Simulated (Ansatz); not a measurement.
# ZnSnAs2: energy against strain

ZnSnAs2 (chalcopyrite, I-42d, 25.015 Å³/atom and stress up to 0.01 GPa in the relaxed cell, c along z) under a strain ε along c (axis z), the other axes held. PBEsol in Ansatz, a plane-wave DFT program (PAW, default set), 420 eV, 8×8×8 Γ-centred mesh, Fermi-Dirac smearing 0.05 eV; ions are relaxed, or left where forces stay under 0.02 eV/Å, within the symmetry of each cell.

Here s stands for strain and y for E less E0.

| strain (%) | E less E0 (meV/atom) |
|---|---|
| -3.00 | ? |
| -1.50 | 1.61 |
| -0.75 | 0.39 |
| 0.00 | 0.00 |
| 0.75 | 0.41 |
| 1.50 | 1.60 |

Task: Fit y against s with a parabola, and predict the withheld value at s = -3.00.

Result: Least squares gives y = -0.001 + 0.0000·s + 0.7137·s². Residuals (row less fit): 0.005, -0.010, 0.001, 0.010, -0.005; standard error 0.011 (degrees of freedom: 2). Twice the quadratic coefficient over the volume, 2 × 0.7137 meV × 10⁴ × 0.1602 / 25.015 Å³, is the elastic constant C33 = 91.4 ± 0.7 GPa (± standard error of the fit, which holds the terms cut off). At the withheld row, y = -0.001 + 0.0000 × (-3.00) + 0.7137 × (-3.00)² = 6.422 meV/atom. The calculation gives 6.54 meV/atom, 0.118 meV/atom above the prediction (1.8 % of the range of y in the table). The row lies outside the fitted rows, so this is an extrapolation. From the scatter of the fitted rows alone, a prediction at this place has a standard error of 0.046 meV/atom, so the miss is 2.6 times that.

A polynomial of degree 3 through the 8 other runs of the series gives 6.53 there, so most of the miss is curvature that the fit leaves out. This level leaves no gap over 0.05 eV at strain -0.75, 0.00, 0.75, 1.50 %. The start is a measured cell from the literature; how it stands against other phases or cation orders wasn't checked. Rows are the converged runs of the series near zero and its far end; series whose fitted rows scatter by over a few per cent of the range, as at a crossing or softening among them, aren't shown in this form, nor equations of state whose B0' disagrees with the runs' pressures. Most that stay on the fit to the last digits aren't either.
